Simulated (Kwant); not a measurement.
# In0.53Ga0.47As/InP stack with 2 barriers

Device: In0.53Ga0.47As/InP stack with 2 barriers. One parabolic valley. Leads of mass 0.041 mₑ with the band edge at 0; grid 0.1 nm; bias swept from 0.01 to 0.375 V, dropping linearly over the stack. Emitter Fermi level 0.0065 eV, 77 K, equal in the collector.

| layer | thickness (nm) | band offset (eV) | mass (mₑ) |
|---|---|---|---|
| 1 | 2.1 | 0.25 | 0.08 |
| 2 | 7.6 | 0 | 0.041 |
| 3 | 2.7 | 0.25 | 0.08 |

The device is made up for the run: typed textbook-type constants, with dimensions and the other settings drawn at random.

Model: one-band effective-mass tight-binding model in one dimension, coherent, no space charge, current by the Tsu-Esaki formula (Kwant).

| bias (V) | J (A/cm²) |
|---|---|
| 0.01000 | 84.2 |
| 0.02259 | 233 |
| 0.03517 | 528 |
| 0.04776 | 1170 |
| 0.06035 | 2530 |
| 0.07293 | 5230 |
| 0.08552 | 9700 |
| 0.09810 | 14000 |
| 0.1233 | 1750 |
| 0.1359 | 960 |
| 0.1484 | 677 |
| 0.1610 | 541 |
| 0.1736 | 468 |
| 0.1862 | 427 |
| 0.1988 | 405 |
| 0.2114 | 397 |
| 0.2240 | 400 |
| 0.2366 | 411 |
| 0.2491 | 432 |
| 0.2617 | 463 |
| 0.2743 | 504 |
| 0.2869 | 559 |
| 0.2995 | 630 |
| 0.3121 | 722 |
| 0.3247 | 842 |
| 0.3372 | 1000 |
| 0.3498 | 1210 |
| 0.3624 | 1490 |
| 0.3750 | 1880 |
